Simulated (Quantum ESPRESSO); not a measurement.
## Equation of state of fcc Ca (space group 225): energy against volume (Quantum ESPRESSO, PBEsol)

```xyz
1
Lattice="0.0000 2.6530 2.6530 2.6530 0.0000 2.6530 2.6530 2.6530 0.0000" Properties=species:S:1:pos:R:3 pbc="T T T"
Ca     0.0000     0.0000     0.0000
```

Computed with PBEsol, GBRV 1.5 ultrasoft (PBESOL) pseudopotentials (plane waves; Quantum ESPRESSO 7.5). Settings: ecutwfc = 52 Ry; ecutrho = 260 Ry; occupations = smearing; smearing = fd; degauss = 0.0036749 Ry; potentials = {Ca: ca_pbesol_v1.uspp.F.UPF}; K_POINTS = automatic 28 28 28 0 0 0; conv_thr = 1e-10 Ry. The cell above is the first row's. The rows scale it uniformly. In all rows the k mesh is held. E is the free energy at the stated smearing, counted from the lowest row.

| V (Å^3/atom) | E (meV/atom) |
|---|---|
| 37.3450 | ? |
| 38.1568 | 8.89 |
| 38.9687 | 3.84 |
| 39.7805 | 0.93 |
| 40.5924 | 0.00 |
| 41.4042 | 0.90 |
| 42.2161 | 3.47 |
| 43.0279 | 7.59 |
| 43.8398 | 13.13 |

Fit E of the 8 rows that show it with the third-order Birch-Murnaghan form, a cubic in V^(-2/3). With u = V^(-2/3) - 0.0842, the rows have u = 0.0040305, 0.0028007, 0.0016130, 0.0004649, -0.0006454, -0.0017201, -0.0027608, -0.0037695. Least squares gives E = 0.162 - 674.5·u + 719744·u² - 3726370·u³. Residuals (row less fit): -0.002, 0.003, -0.001, -0.004, 0.002, -0.001, 0.002, -0.001; standard error 0.003 (degrees of freedom: 4). Its minimum lies at u = 0.0004703, so V0 = (0.0846703)^(-3/2) = 40.59. There d²E/du² = 1429000 and d³E/du³ = -2.236e7, so B0 = (4/9) × 40.59^(-7/3) × 1429000 × 0.160218 = 18.0 GPa (the last factor turns the table's units into GPa), and B0' = 4 + (2/3) × 0.0846703 × (-2.236e7)/1429000 = 3.1. The program's pressures in the fitted runs (not shown) pass through zero at V = 40.57, 0.05 % from this V0.

Question: What does the fit predict for E at V = 37.3450, and how far is the calculated value from it?

Answer: u = 0.0053045, so E = 0.162 - 674.5 × 0.0053045 + 719744 × 0.0053045² - 3726370 × 0.0053045³ = 16.280 meV/atom. The calculation gives 16.26 meV/atom, 0.020 meV/atom below the prediction (0.1 % of the range of E in the table). The row lies outside the fitted rows, so this is an extrapolation. From the scatter of the fitted rows alone, a prediction at this place has a standard error of 0.009 meV/atom, so the miss is 2.3 times that.

Carrying the step between the two nearest rows on in a straight line would have given 13.94, off by 2.32; series whose last step already gives the withheld value aren't shown. The reference cell has the volume at which an earlier scan in this program and functional put its minimum by a fit. Cutoffs and mesh are single choices, not tested for convergence of this quantity. Series with a scatter that would blur these digits, or in which a gap closes, are not shown. Nor are scans whose minimum lies at an end fitted in this form.
